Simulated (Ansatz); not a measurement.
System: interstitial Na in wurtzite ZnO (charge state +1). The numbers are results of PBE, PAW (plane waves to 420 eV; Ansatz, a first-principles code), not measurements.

72-site cell at the relaxed PBE lattice, one k-point at (0.125, 0.250, 0.250), smearing 0.01 eV, spin-restricted, no finite-size correction. Energies are static. The charge state is imposed; whether it is stable for some Fermi level was not computed. Sites that were not tried may lie lower.

Barriers: single points on a 2×2×2 k-point mesh shifted by half a step along c at the bands' geometries.

Relaxed starting cell (atoms counted from 1):

```yaml
crystal:
  lattice:
    - [9.83847, 0.00000, 0.00000]
    - [-4.91923, 8.52036, 0.00000]
    - [0.00000, 0.00000, 10.58758]
  atoms:
    - { symbol: Zn, position: [0.23197, 0.11550, 0.25765] }
    - { symbol: Zn, position: [0.22207, 0.11086, 0.75114] }
    - { symbol: Zn, position: [0.22159, 0.44333, 0.24993] }
    - { symbol: Zn, position: [0.22414, 0.44812, 0.74110] }
    - { symbol: Zn, position: [0.22208, 0.77790, 0.24971] }
    - { symbol: Zn, position: [0.22432, 0.77543, 0.74090] }
    - { symbol: Zn, position: [0.55552, 0.11116, 0.25000] }
    - { symbol: Zn, position: [0.55525, 0.11055, 0.74969] }
    - { symbol: Zn, position: [0.55557, 0.44417, 0.25012] }
    - { symbol: Zn, position: [0.55533, 0.44421, 0.74980] }
    - { symbol: Zn, position: [0.55602, 0.77764, 0.24988] }
    - { symbol: Zn, position: [0.55147, 0.77542, 0.74101] }
    - { symbol: Zn, position: [0.88328, 0.11516, 0.25769] }
    - { symbol: Zn, position: [0.88872, 0.11088, 0.75108] }
    - { symbol: Zn, position: [0.88873, 0.44406, 0.25007] }
    - { symbol: Zn, position: [0.88918, 0.44438, 0.74974] }
    - { symbol: Zn, position: [0.88434, 0.76764, 0.25766] }
    - { symbol: Zn, position: [0.88878, 0.77743, 0.75102] }
    - { symbol: Zn, position: [0.11139, 0.22368, 0.50226] }
    - { symbol: Zn, position: [0.12425, 0.24926, 0.98688] }
    - { symbol: Zn, position: [0.10996, 0.55580, 0.49580] }
    - { symbol: Zn, position: [0.10854, 0.55485, 0.00099] }
    - { symbol: Zn, position: [0.11116, 0.88921, 0.50244] }
    - { symbol: Zn, position: [0.12428, 0.87628, 0.98592] }
    - { symbol: Zn, position: [0.44604, 0.22379, 0.50253] }
    - { symbol: Zn, position: [0.44355, 0.22237, 0.99945] }
    - { symbol: Zn, position: [0.44496, 0.55574, 0.49587] }
    - { symbol: Zn, position: [0.44567, 0.55479, 0.00107] }
    - { symbol: Zn, position: [0.44465, 0.89060, 0.49578] }
    - { symbol: Zn, position: [0.44539, 0.89181, 0.00094] }
    - { symbol: Zn, position: [0.77665, 0.22383, 0.50250] }
    - { symbol: Zn, position: [0.77817, 0.22236, 0.99949] }
    - { symbol: Zn, position: [0.77674, 0.55441, 0.50253] }
    - { symbol: Zn, position: [0.77842, 0.55750, 0.99949] }
    - { symbol: Zn, position: [0.77692, 0.88928, 0.50229] }
    - { symbol: Zn, position: [0.75111, 0.87644, 0.98648] }
    - { symbol: O, position: [0.22244, 0.11181, 0.44307] }
    - { symbol: O, position: [0.21670, 0.10879, 0.94338] }
    - { symbol: O, position: [0.22161, 0.44396, 0.43862] }
    - { symbol: O, position: [0.22941, 0.45921, 0.93130] }
    - { symbol: O, position: [0.22141, 0.77894, 0.43844] }
    - { symbol: O, position: [0.22904, 0.77092, 0.93114] }
    - { symbol: O, position: [0.55616, 0.11317, 0.43876] }
    - { symbol: O, position: [0.55558, 0.11166, 0.93939] }
    - { symbol: O, position: [0.55618, 0.44421, 0.43887] }
    - { symbol: O, position: [0.55567, 0.44482, 0.93952] }
    - { symbol: O, position: [0.55652, 0.77891, 0.43856] }
    - { symbol: O, position: [0.54112, 0.77080, 0.93123] }
    - { symbol: O, position: [0.88858, 0.11192, 0.44314] }
    - { symbol: O, position: [0.89149, 0.10882, 0.94337] }
    - { symbol: O, position: [0.88729, 0.44425, 0.43883] }
    - { symbol: O, position: [0.88859, 0.44481, 0.93946] }
    - { symbol: O, position: [0.88848, 0.77791, 0.44304] }
    - { symbol: O, position: [0.89169, 0.78404, 0.94336] }
    - { symbol: O, position: [0.11112, 0.22265, 0.18705] }
    - { symbol: O, position: [0.11107, 0.22222, 0.69197] }
    - { symbol: O, position: [0.11107, 0.55550, 0.18888] }
    - { symbol: O, position: [0.10879, 0.55417, 0.68484] }
    - { symbol: O, position: [0.11142, 0.88856, 0.18674] }
    - { symbol: O, position: [0.11119, 0.88860, 0.69212] }
    - { symbol: O, position: [0.44591, 0.22300, 0.18856] }
    - { symbol: O, position: [0.44372, 0.22176, 0.69148] }
    - { symbol: O, position: [0.44421, 0.55535, 0.18894] }
    - { symbol: O, position: [0.44546, 0.55418, 0.68491] }
    - { symbol: O, position: [0.44454, 0.88887, 0.18885] }
    - { symbol: O, position: [0.44565, 0.89104, 0.68480] }
    - { symbol: O, position: [0.77694, 0.22292, 0.18860] }
    - { symbol: O, position: [0.77797, 0.22185, 0.69146] }
    - { symbol: O, position: [0.77688, 0.55381, 0.18856] }
    - { symbol: O, position: [0.77798, 0.55598, 0.69152] }
    - { symbol: O, position: [0.77707, 0.88845, 0.18692] }
    - { symbol: O, position: [0.77754, 0.88866, 0.69200] }
    - { symbol: Na, position: [0.99989, 0.00000, 0.08905] }
```
Cell charge +1.

End state 1 differs by these moves (Å; atoms that move under 0.08 Å are left out):

| atom | element | Δx | Δy | Δz |
|---|---|---|---|---|
| 1 | Zn | 1.11 | -0.73 | 0.71 |
| 2 | Zn | -0.04 | 0.02 | 0.08 |
| 5 | Zn | 0.12 | -0.15 | -0.07 |
| 6 | Zn | -0.01 | 0.01 | 0.12 |
| 7 | Zn | 0.18 | -0.04 | -0.07 |
| 9 | Zn | 0.03 | -0.07 | 0.02 |
| 11 | Zn | 0.09 | -0.06 | -0.01 |
| 12 | Zn | 0.05 | 0.00 | 0.11 |
| 13 | Zn | 0.04 | -0.02 | -0.09 |
| 14 | Zn | -0.04 | -0.02 | -0.11 |
| 17 | Zn | 0.07 | 0.09 | -0.06 |
| 20 | Zn | -0.20 | -0.11 | -0.06 |
| 23 | Zn | -0.09 | -0.06 | 0.17 |
| 24 | Zn | -0.15 | 0.08 | 0.15 |
| 25 | Zn | 0.00 | 0.09 | 0.16 |
| 29 | Zn | 0.05 | -0.04 | 0.09 |
| 36 | Zn | 0.22 | 0.12 | 0.16 |
| 37 | O | 0.04 | -0.03 | 0.15 |
| 38 | O | -0.02 | 0.06 | 0.08 |
| 41 | O | -0.01 | 0.11 | -0.02 |
| 42 | O | -0.07 | 0.07 | 0.11 |
| 43 | O | -0.10 | -0.05 | -0.02 |
| 48 | O | 0.15 | 0.04 | 0.10 |
| 50 | O | -0.11 | -0.03 | -0.16 |
| 55 | O | -0.47 | 0.27 | -0.23 |
| 59 | O | 0.12 | -0.02 | 0.11 |
| 60 | O | -0.01 | 0.00 | 0.11 |
| 61 | O | 0.07 | -0.12 | 0.10 |
| 62 | O | 0.00 | 0.00 | 0.11 |
| 65 | O | 0.08 | -0.05 | 0.01 |
| 68 | O | -0.04 | 0.00 | -0.08 |
| 73 | Na | 1.29 | 1.14 | 0.84 |

**Question.** What is the computed forward and backward barriers to end state 1 (PBE, PAW)?

**Answer.** forward 0.95 eV, backward 0.15 eV; at the saddle point atom 73 has neighbours O at 2.02, O at 2.09, O at 2.24; Zn at 2.45, Zn at 2.51, Zn at 2.58 Å. The program found a first-order saddle point.

End state 2 differs by these moves (Å; atoms that move under 0.08 Å are left out):

| atom | element | Δx | Δy | Δz |
|---|---|---|---|---|
| 1 | Zn | -0.06 | -0.05 | -0.11 |
| 2 | Zn | 0.20 | -0.12 | -0.22 |
| 3 | Zn | 0.09 | 0.06 | 0.19 |
| 4 | Zn | -0.04 | -0.01 | 0.10 |
| 12 | Zn | 0.02 | 0.02 | 0.13 |
| 13 | Zn | 0.07 | -0.15 | 0.11 |
| 17 | Zn | 0.00 | 0.08 | -0.09 |
| 19 | Zn | 0.04 | -0.03 | 0.06 |
| 20 | Zn | -1.19 | 0.45 | 0.93 |
| 22 | Zn | -0.11 | 0.15 | -0.08 |
| 23 | Zn | 0.00 | -0.04 | -0.13 |
| 24 | Zn | -0.17 | 0.09 | 0.14 |
| 25 | Zn | 0.02 | 0.00 | -0.13 |
| 27 | Zn | 0.02 | 0.01 | 0.11 |
| 28 | Zn | -0.10 | 0.00 | 0.01 |
| 32 | Zn | -0.20 | 0.04 | -0.07 |
| 34 | Zn | -0.10 | 0.04 | 0.00 |
| 36 | Zn | 0.17 | 0.17 | 0.16 |
| 38 | O | 0.51 | -0.25 | -0.30 |
| 39 | O | 0.01 | 0.00 | 0.14 |
| 40 | O | -0.14 | -0.11 | 0.17 |
| 42 | O | -0.06 | 0.07 | 0.03 |
| 48 | O | 0.12 | 0.05 | 0.11 |
| 49 | O | 0.01 | -0.01 | 0.10 |
| 50 | O | -0.12 | 0.13 | 0.04 |
| 52 | O | -0.08 | 0.04 | 0.00 |
| 55 | O | -0.04 | 0.01 | 0.21 |
| 56 | O | 0.06 | -0.04 | 0.09 |
| 57 | O | 0.02 | -0.12 | -0.03 |
| 60 | O | -0.01 | -0.10 | -0.15 |
| 62 | O | 0.08 | 0.05 | -0.14 |
| 64 | O | -0.04 | 0.01 | 0.10 |
| 67 | O | 0.12 | 0.03 | -0.03 |
| 73 | Na | 0.35 | 1.69 | -1.81 |

**Question.** What is the computed forward and backward barriers to end state 2 (PBE, PAW)?

**Answer.** forward 1.04 eV, backward 0.24 eV; at the saddle point atom 73 has neighbours O at 2.04, O at 2.16, O at 2.30; Zn at 2.38, Zn at 2.53 Å. The program found a first-order saddle point.
